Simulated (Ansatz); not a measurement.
Ta₃Re (Fm-3m), PBEsol, DFPT electron-phonon coupling, linearised Boltzmann equation in Ansatz (a quantum-chemistry and plane-wave program): phonon-limited resistivity 7.00 μΩ·cm at 300 K, 9.54 μΩ·cm at 400 K, current-weighted mean free path 10.3 nm, Drude plasma energy 7.69 eV.

Problem. Estimate the electronic thermal conductivity at 300 K by the Wiedemann-Franz law (L₀ = 2.44×10⁻⁸ W·Ω/K²).

Solution. L₀T/ρ = 2.44×10⁻⁸ × 300/(7.00×10⁻⁸) = 105 W/(m·K). Inelastic scattering puts the true Lorenz number somewhat under L₀ near and below the Debye temperature.

Problem. What temperature coefficient of resistance follows, and how does it compare with 1/T?

Solution. (ρ₄₀₀ − ρ₃₀₀)/(100 K × ρ₃₀₀) = 3.63×10⁻³ K⁻¹, against 1/T = 3.33×10⁻³ K⁻¹ for a resistivity proportional to T. It lies higher because phonons are still being populated at 300 K; impurities would add a constant and lower it.

Problem. Estimate the resistivity of a 40 nm square wire with diffuse walls from ρ ≈ ρ₀(1 + 3ℓ/4d).

Solution. 1 + 0.75 × 10.3/40 = 1.19, so ρ ≈ 8.35 μΩ·cm and a line 1 μm long has 52.2 Ω. The formula is the free-electron limit for d well above ℓ; grain boundaries add to it.

A metal at this level (no band gap). Only scattering by harmonic phonons is included (no impurities, grain boundaries, electron-electron scattering or thermal expansion). Spin-orbit coupling is left out, which matters with elements this heavy. The run warned that the eigensolver left some states short of its tolerance. Halving the electron mesh (24x24x24) moves the resistivity by up to 5 % at 300 K, the mean free path by up to 4 %. Smearing 0.20 eV; phonons on a 4x4x4 q mesh, which this run doesn't test.

Computed structure with no diffraction record at hand here (it may be known, metastable or hypothetical): Ta3Re (Fm-3m).
